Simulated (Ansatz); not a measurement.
## Element substitutions in HgSe

Base system: HgSe in the zinc blende structure (space group F-43m, No. 216; a = 6.133 Å).

Each row replaces one element on all its sites; cell and atoms are relaxed.

Calculations: PBEsol, PAW, 420 eV (Ansatz, a first-principles code; no spin-orbit coupling).

```
variant      density  shortest interatomic distance
-------  -----------  -----------------------------
base      8.05 g/cm³                     5.019 bohr
Se → O   10.26 g/cm³                     4.252 bohr
Hg → Rh   7.35 g/cm³                     4.482 bohr
Hg → Pb   6.09 g/cm³                     5.551 bohr
```

Whether these cells are dynamically stable was not tested. As relaxed here, HgO, RhSe and PbSe are hypothetical phases, not in the database extracts checked. The final runs are not spin-polarised. An odd electron count without spin: RhSe.
